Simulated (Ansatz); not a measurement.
Take BaTiO3 in the cubic perovskite structure (space group Pm-3m, No. 221; a = 3.935 Å) as the base.

Method: LDA, PAW, 420 eV (Ansatz, a quantum-chemistry and plane-wave program; spin-orbit coupling left out).

Base values:

Width of the top valence band: 0.99 eV
Band gap: 1.83 eV

Modification: the cell is scaled by 1.0300 in all directions, atoms relaxed at fixed cell.

Estimate the effect on the width of the top valence band, energy relative to the base and band gap.

The width of the top valence band decreases by 0.04 eV (0.99 eV → 0.95 eV); the energy increases by 54 meV/atom; the band gap decreases by 0.18 eV, from 1.83 eV to 1.65 eV.

The cells carry an imposed strain or load. Whether these cells are dynamically stable was not tested. The final runs are not spin-polarised. Many cubic perovskites are stable only at high temperature; tilts and polar distortions were not tested. This is not the structure that BaTiO3 has at room temperature and ambient pressure.
